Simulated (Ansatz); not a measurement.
Take WSi2 (space group I4/mmm, No. 139; relaxed with 0.1 eV smearing) as the base.

```yaml
crystal:
  lattice:
    - [-1.59264, 1.59264, 3.88656]
    - [1.59264, -1.59264, 3.88656]
    - [1.59264, 1.59264, -3.88656]
  atoms:
    - { symbol: Si, position: [0.66535, 0.66535, 0.00000] }
    - { symbol: Si, position: [0.33465, 0.33465, 0.00000] }
    - { symbol: W, position: [0.00000, 0.00000, 0.00000] }
```

Cartesian axes are those of the cell as printed.

Method: Kohn–Sham DFT with the LDA functional, run in Ansatz (an electronic-structure program) with PAW and 420 eV plane waves, scalar-relativistic without spin-orbit coupling.

Strains are applied to the cell and any free atomic positions relax; under biaxial strain the out-of-plane vector relaxes too.

One change was made to it. Results:

The pressure (mean of the normal stresses, compression positive) goes from zero to -3.5 GPa; the energy goes up by 4.4 meV/atom.

**Question.** Which change produced these results?
A. biaxial strain +1.00 %, plane normal [001], relaxed out of plane
B. biaxial strain −1.00 %, plane normal [001], relaxed out of plane
C. biaxial strain −2.50 %, plane normal [001], relaxed out of plane
D. biaxial strain −0.50 %, plane normal [001], relaxed out of plane
E. biaxial strain +2.00 %, plane normal [001], relaxed out of plane

**Answer.** A, biaxial strain +1.00 %, plane normal [001], relaxed out of plane. For comparison, the pressure in the other runs: biaxial strain −1.00 %, plane normal [001], relaxed out of plane gives 3.8 GPa; biaxial strain −0.50 %, plane normal [001], relaxed out of plane gives 1.8 GPa; biaxial strain −2.50 %, plane normal [001], relaxed out of plane gives 9.9 GPa; biaxial strain +2.00 %, plane normal [001], relaxed out of plane gives -6.7 GPa.

Whether these cells are dynamically stable was not tested. The final runs are not spin-polarised.
